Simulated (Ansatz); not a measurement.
Start from RbMnF3 in the cubic perovskite structure (space group Pm-3m, No. 221; a = 4.2225 Å; ferromagnetic). Axes: x, y, z lie along the cube axes.

Level of theory: PBEsol/PAW in Ansatz (a program for electronic structure), without spin-orbit coupling.

Strains are applied to the cell and any free atomic positions relax; under biaxial strain the out-of-plane vector relaxes too; under stress the whole cell relaxes.

One change was made to it. Results:

The magnetic state is still ferromagnetic; the smallest direct gap drops by 0.22 eV (2.03 eV → 1.81 eV); the band gap shrinks by 0.333 eV (1.37 eV → 1.03 eV).

Problem. Which of these changes matches the shifts?
A. uniaxial stress, 5 GPa tension along x
B. biaxial strain −0.55 %, plane normal [110], relaxed out of plane
C. biaxial strain +0.51 %, plane normal [001], relaxed out of plane
D. tensor shear ε_xy = +1.86 %

Solution. A, uniaxial stress, 5 GPa tension along x. For comparison, the band gap in the other runs: biaxial strain −0.55 %, plane normal [110], relaxed out of plane gives 1.34 eV; tensor shear ε_xy = +1.86 % gives 1.37 eV; biaxial strain +0.51 %, plane normal [001], relaxed out of plane gives 1.34 eV.

Beyond what the load breaks, stability against distortions was not tested. No Hubbard U is applied and the magnetic state is the run's own (RbMnF3 ferromagnetic); small cells can't hold the antiferromagnetic order that many such compounds have, so gaps and moments can be off. Many cubic perovskites are stable only at high temperature; tilts and polar distortions were not tested.
